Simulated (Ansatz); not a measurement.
MoSe2 (model structure, started from the fluorite type, Fm-3m, No. 225, 3 atoms in the cell) was calculated with LDA (Ansatz, a quantum-chemistry and plane-wave program, PAW).

Run with plane-wave cutoff 520 eV, 16×16×16 k mesh, Fermi–Dirac smearing 0.05 eV, no spin polarisation, scalar-relativistic PAW data made under PBE.

Cell (relaxed at this level):

```
CELL_PARAMETERS angstrom
      0.00000     3.03664     3.03664
      3.03664     0.00000     3.03664
      3.03664     3.03664     0.00000
ATOMIC_POSITIONS crystal
  Mo 0.00000 0.00000 0.00000
  Se 0.25000 0.25000 0.25000
  Se 0.75000 0.75000 0.75000
```

What does this level give for the bulk modulus B0?


* **bulk modulus B0**: 135 GPa

Note: the run has no spin polarisation, so it can have missed a magnetic state; the bulk modulus is −V dP/dV from two relaxed cells at ±2 % in volume; the relaxation could raise the start's symmetry but not lower it, so the cell can be a saddle point.

Computed values are for the static lattice.

Computing time: around 60 core-seconds (rough).

A model structure was made by putting elements into a prototype or built by hand; it is no filed structure, need not be a known phase, and can be a saddle point held by its symmetry.
